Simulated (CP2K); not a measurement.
Band structure of SrGe2Rh2 (I4/mmm, 5 atoms in the cell).

```
CELL_PARAMETERS angstrom
      6.17995     0.00000     0.00000
      3.32777     5.20747     0.00000
     -4.75386    -2.60373     2.96870
ATOMIC_POSITIONS crystal
  Sr 0.00000 0.00000 0.00000
  Ge 0.63367 0.63367 0.00000
  Ge 0.36633 0.36633 0.00000
  Rh 0.25000 0.75000 0.50000
  Rh 0.75000 0.25000 0.50000
```

Level of theory: PBEsol, GPW, DZVP-MOLOPT-SR-GTH basis, GTH-PBE potentials (GTH_POTENTIALS) (CP2K).

Settings: CUTOFF = 500 Ry; REL_CUTOFF = 50 Ry; SMEAR/METHOD = GAUSSIAN; SIGMA = 0.05 eV; KPOINTS/SCHEME = MONKHORST-PACK 7 7 7; XC_FUNCTIONAL = PBE:PBESOL; Sr/BASIS_SET = DZVP-MOLOPT-SR-GTH-q10; Sr/POTENTIAL = GTH-PBE-q10; Ge/BASIS_SET = DZVP-MOLOPT-SR-GTH-q4; Ge/POTENTIAL = GTH-PBE-q4; Rh/BASIS_SET = DZVP-MOLOPT-SR-GTH-q17; Rh/POTENTIAL = GTH-PBE-q17; METHOD = GPW; EPS_DEFAULT = 1e-10.

The starting cell comes from a database of computed structures (which also holds hypothetical and non-ambient phases and stackings), without a prior relaxation at this level. Spin polarisation is off. Values carry the incompleteness of an atom-centred basis. The potentials were made for another functional than the one used.

Levels in eV from the Fermi level, bands 23 to 28:
```json
[
 {"point": "Γ", "23": "-1.28", "24": "-1.20", "25": "-0.45", "26": "-0.45", "27": "-0.19", "28": "1.34"},
 {"point": "X", "23": "-2.52", "24": "-1.56", "25": "-1.54", "26": "-0.99", "27": "-0.85", "28": "0.42"},
 {"point": "Y", "23": "-2.60", "24": "-1.83", "25": "-1.57", "26": "-0.79", "27": "-0.42", "28": "0.43"},
 {"point": "S", "23": "-2.33", "24": "-2.28", "25": "-2.11", "26": "0.34", "27": "0.85", "28": "0.97"},
 {"point": "Z", "23": "-1.20", "24": "-0.19", "25": "-0.19", "26": "-0.19", "27": "0.86", "28": "1.99"},
 {"point": "S1", "23": "-2.33", "24": "-2.28", "25": "-2.11", "26": "0.34", "27": "0.85", "28": "0.97"},
 {"point": "N", "23": "-2.42", "24": "-2.41", "25": "-1.76", "26": "-0.99", "27": "0.97", "28": "2.15"},
 {"point": "P", "23": "-2.34", "24": "-1.55", "25": "-1.54", "26": "-0.94", "27": "-0.94", "28": "0.51"},
 {"point": "Y1", "23": "-2.60", "24": "-1.83", "25": "-1.57", "26": "-0.79", "27": "-0.42", "28": "0.43"}
]
```

Bands cross the Fermi level along this path, so the cell is metallic at this level.

Higher empty bands are left out: an atom-centred basis made for the valence describes them poorly.
